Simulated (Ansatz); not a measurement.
Worked example: self-consistent single point of Ca2W (Fd-3m, 6 atoms in the cell) in Ansatz (a first-principles code).

Level of theory: PBE (plane waves, PAW; Ansatz).

```
CELL_PARAMETERS angstrom
      0.00000     4.87498     4.87498
      4.87498     0.00000     4.87498
      4.87498     4.87498     0.00000
ATOMIC_POSITIONS crystal
  Ca 0.12500 0.12500 0.12500
  Ca 0.62500 0.12500 0.12500
  Ca 0.12500 0.62500 0.12500
  Ca 0.12500 0.12500 0.62500
  W  0.75000 0.75000 0.75000
  W  0.50000 0.50000 0.50000
```

Reference input (self-consistent single point, DFT, PBE, plane waves, default PAW files): basis.ecutwfc = 420 eV; kpoints.mp_grid.grid = 6 6 6; hamiltonian.xc = pbe; hamiltonian.pseudopotentials = {kind: paw} (the program's default PAW files); scf.occupations.method = cold; scf.occupations.width = 0.272 eV. This run's input differs from it in these lines:

Ansatz 0.2 input:
```diff
@@ -16,3 +16,3 @@
 kpoints:
-  mp_grid: { grid: [6, 6, 6] }
+  mp_grid: { grid: [5, 5, 5] }
 hamiltonian:
@@ -21,3 +21,3 @@
 scf:
-  occupations: { method: cold, width: 0.272 }
+  occupations: { method: cold, width: 0.3 }
 output:
```

Output, abridged:

```
SCF iter   1: F=—  HF=-28023.492357 eV  |F-HF|=—  |Δ(HF+E_count)|=         —  Δρ=7.94e-3  dr2=2.33e-1  ethr=1.77e-3  ⟨swp⟩=8.2  Hψ=1954  notcnv=0
all-band conjugate gradients solve this SCF's bands
preconditioner: auto → Kerker (q_TF=auto, 2.224 Å⁻¹)
SCF iter   2: F=—  HF=-28023.487318 eV  |F-HF|=—  |Δ(HF+E_count)|=   5.04e-3  S|Δr|=    0.00e0  Δρ=3.90e-3  dr2=2.24e-2  ethr=3.43e-4  ⟨swp⟩=1.2  Hψ=493  notcnv=0
   [... lines left out ...]
SCF iter   5: F=—  HF=-28023.488059 eV  |F-HF|=—  |Δ(HF+E_count)|=   4.21e-5  S|Δr|=    0.00e0  Δρ=5.20e-5  dr2=6.30e-6  ethr=1.81e-7  ⟨swp⟩=2.0  Hψ=542  notcnv=0
SCF iter   6: F=—  HF=-28023.487869 eV  |F-HF|=—  |Δ(HF+E_count)|=   1.90e-4  S|Δr|=    0.00e0  Δρ=1.33e-5  dr2=5.00e-7  ethr=9.27e-9  ⟨swp⟩=2.5  Hψ=642  notcnv=0
SCF iter   7: F=-28023.487870 eV  HF=-28023.487870 eV  |F-HF|=3.99e-9  |Δ(HF+E_count)|=   1.71e-7  S|Δr|=    0.00e0  Δρ=1.97e-6  dr2=1.55e-8  ethr=1.47e-10  ⟨swp⟩=8.5  Hψ=1755  notcnv=0
SCF 1 converged in 7 iterations: F = -28023.487870 eV  dr2 = 1.55e-8
Stability not checked (fill_not_monotonic)
Free energy (F): -28023.487870 eV
Internal energy: -28023.373291 eV  (E = F + TS)
E sigma→0 (E₀):  -28023.449677 eV
Entropy (-TS):   -0.114578 eV (-19.096 meV/atom)
Fermi energy:    5.818373 eV
--- Forces (eV/Å), atoms counted from 1 ---
  atom   1  Ca     0.00000000    -0.00000000     0.00000000
   [... zero for the other atoms too ...]
--- Stress (GPa, compression-positive) ---
       -7.330932      -0.000000       0.000000
        0.000000      -7.330932      -0.000000
       -0.000000       0.000000      -7.330932
  P = ⅓ Tr σ = -7.3309 GPa (-73.309 kbar)
  The stress holds the Pulay correction. Without it, at fixed plane waves, as pw.x and ABINIT print it: P = -7.3407 GPa
```

The run converged in 7 iterations. Against the reference run the free energy falls by 1.5 meV/atom and the pressure moves little (-7.37 to -7.33 GPa).

The starting cell was generated: these elements placed on a structure prototype, without a prior relaxation; it need not be a known phase or ordering of this composition. Spin polarisation is off. With a pressure of about -7 GPa the cell is away from its equilibrium volume at this level. Ansatz's pressure includes its estimate of the finite-basis (Pulay) stress.
